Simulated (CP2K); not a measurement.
A self-consistent single point of CsRb₃ (I4/mmm, 4 atoms in the cell) with CP2K.

Method of the run: LDA (Pade form), GPW, TZVP-MOLOPT-SR-GTH basis, GTH-PADE potentials (GTH_POTENTIALS) run with CP2K.

```
CsRb3
1.0
    9.07859     0.00000     0.00000
    3.04270     8.55353     0.00000
   -6.06065    -4.27676     5.23438
Cs Rb
1 3
Direct
  0.00000   0.00000   0.00000
  0.75000   0.25000   0.50000
  0.25000   0.75000   0.50000
  0.50000   0.50000   0.00000
```

Reference input (self-consistent single point, DFT LDA (Pade form), GPW, TZVP-MOLOPT-SR-GTH basis, GTH-PADE potentials (GTH_POTENTIALS)): CUTOFF = 500 Ry; REL_CUTOFF = 50 Ry; SMEAR/METHOD = METHFESSEL_PAXTON; SIGMA = 0.1 eV; KPOINTS/SCHEME = MONKHORST-PACK 5 5 5; XC_FUNCTIONAL = PADE; Cs/BASIS_SET = TZVP-MOLOPT-SR-GTH; Cs/POTENTIAL = GTH-PADE-q9; Rb/BASIS_SET = TZVP-MOLOPT-SR-GTH; Rb/POTENTIAL = GTH-PADE-q9; METHOD = GPW; EPS_DEFAULT = 1e-11. This run's input differs from it in these lines:

```diff
@@ -36,3 +36,3 @@
         METHOD METHFESSEL_PAXTON
-        SIGMA [eV] 0.1
+        SIGMA [eV] 0.03
       &END SMEAR
@@ -40,3 +40,4 @@
     &KPOINTS
-      SCHEME MONKHORST-PACK 5 5 5
+      SCHEME MONKHORST-PACK 6 6 6
+      GAMMA_CENTERED T
     &END KPOINTS
```

Log, with long lists cut:

```
 SCF WAVEFUNCTION OPTIMIZATION

  Step     Update method      Time    Convergence         Total energy    Change
     1 NoMix/Diag. 0.30E+00      -     0.74708259       -92.6235708922 -9.26E+01
     2 Broy./Diag. 0.30E+00      -     0.00631149       -92.8471872805 -2.24E-01
     3 Broy./Diag. 0.30E+00      -     0.04858452       -92.6905045386  1.57E-01
     4 Broy./Diag. 0.30E+00      -     0.00495950       -92.5485919733  1.42E-01
     5 Broy./Diag. 0.30E+00      -     0.00188687       -92.5462818016  2.31E-03
     6 Broy./Diag. 0.30E+00      -     0.00521154       -92.5600059245 -1.37E-02
   [... 10 lines left out ...]
    17 Broy./Diag. 0.30E+00      -     0.00000539       -92.5634531887 -4.62E-06
    18 Broy./Diag. 0.30E+00      -     0.00000113       -92.5634526993  4.89E-07
    19 Broy./Diag. 0.30E+00      -     0.00000424       -92.5634507898  1.91E-06
    20 Broy./Diag. 0.30E+00      -     0.00000075       -92.5634489851  1.80E-06
  *** SCF run converged in    20 steps ***

  Overlap energy of the core charge distribution:               0.00000000000000
  Self energy of the core charge distribution:               -182.21020733965807
  Core Hamiltonian energy:                                     38.85404014564208
  Hartree energy:                                              64.71821550868228
  Exchange-correlation energy:                                -13.92548946301700
  Smearing free energy correction:                             -0.00000783670647
  Fermi energy:                                                 0.04115307695482

  Total energy:                                               -92.56344898506865

 ENERGY| Total FORCE_EVAL ( QS ) energy [hartree]            -92.563448795821600

 FORCES| Atomic forces [hartree/bohr]
   [... lines left out ...]

 STRESS| Analytical stress tensor [bar]
 STRESS|                        x                   y                   z
 STRESS|      x       -4.67802120303E+03  -2.03487087885E+02  -4.52868751006E-03
 STRESS|      y       -2.03487087885E+02  -4.53319974667E+03  -4.39153205998E-03
 STRESS|      z       -4.52868751006E-03  -4.39153205998E-03  -4.38964623792E+03
 STRESS| 1/3 Trace                                            -4.53362239587E+03
```

The run converged in 20 iterations. Against the reference run the free energy goes up by 1.6 meV/atom and the pressure stays at -0.45 GPa.

The starting cell comes from a database of computed structures (which also holds hypothetical and non-ambient phases and stackings), without a prior relaxation at this level. Values carry the incompleteness of an atom-centred basis.

Cost on one core of a shared machine: roughly 90 s.
